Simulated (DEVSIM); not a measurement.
System: Al/Al2O3/p-Si capacitor, at 300 K.

| layer (left to right) | material | thickness (nm) | Na (cm⁻³) |
|---|---|---|---|
| 1 | Al2O3 | 3.80 | - |
| 2 | Si | 1500 | 1.4e17 |

Metal gate on the left, work function 4.1 eV. Fixed charge at the semiconductor interface 0 cm⁻² (in units of +e); no interface traps.

Constants are typed, rounded textbook-type inputs, not results; the design itself was drawn at random and stands for no fabricated device. Values at 300 K.

| parameter | Al2O3 | Si |
|---|---|---|
| gap (eV) | 6.8 | 1.124 |
| affinity (eV) | 1.35 | 4.05 |
| permittivity | 9 | 11.7 |
| Nc (cm⁻³) | - | 2.86e19 |
| Nv (cm⁻³) | - | 3.1e19 |

Model (solved in DEVSIM): 1D Poisson equation in equilibrium, Boltzmann statistics, complete ionisation; no quantum confinement or tunnelling. Metal contacts follow the ideal Schottky-Mott rule: no Fermi-level pinning, no interface dipoles.

Task: Tabulate band edges, carrier densities and field at -0.4 V on the gate.

Result: Energies count from the Fermi level of the right contact; mesh points crowd at the junctions.

```
x (μm)     Ec (eV)  Ev (eV)  n (cm⁻³)  p (cm⁻³)  field (V/cm)
---------  -------  -------  --------  --------  ------------
0.000        3.150   -3.650     < 1e2     < 1e2        180000
0.0009043    3.166   -3.634     < 1e2     < 1e2        180000
0.002026     3.186   -3.614     < 1e2     < 1e2        180000
0.003124     3.206   -3.594     < 1e2     < 1e2        180000
0.004324     0.525   -0.599    4.3e10     2.7e9        140000
0.005956     0.547   -0.577    1.8e10     6.4e9        130000
0.009167     0.589   -0.535     3.6e9    3.2e10        130000
0.01838      0.697   -0.427     5.7e7    2.0e12        110000
0.03362      0.834   -0.290    280000    4.1e14         74000
0.06360      0.963   -0.161      1900    6.1e16         17000
0.1226       0.984   -0.140       830    1.4e17           100
0.3018       0.984   -0.140       830    1.4e17           ≈ 0
0.5914       0.984   -0.140       830    1.4e17           ≈ 0
1.004        0.984   -0.140       830    1.4e17           ≈ 0
1.304        0.984   -0.140       830    1.4e17           ≈ 0
1.403        0.984   -0.140       830    1.4e17           ≈ 0
1.453        0.984   -0.140       830    1.4e17           ≈ 0
1.479        0.984   -0.140       830    1.4e17           ≈ 0
1.494        0.984   -0.140       830    1.4e17           ≈ 0
1.499        0.984   -0.140       830    1.4e17           ≈ 0
1.502        0.984   -0.140       830    1.4e17           ≈ 0
1.504        0.984   -0.140       830    1.4e17           ≈ 0
```
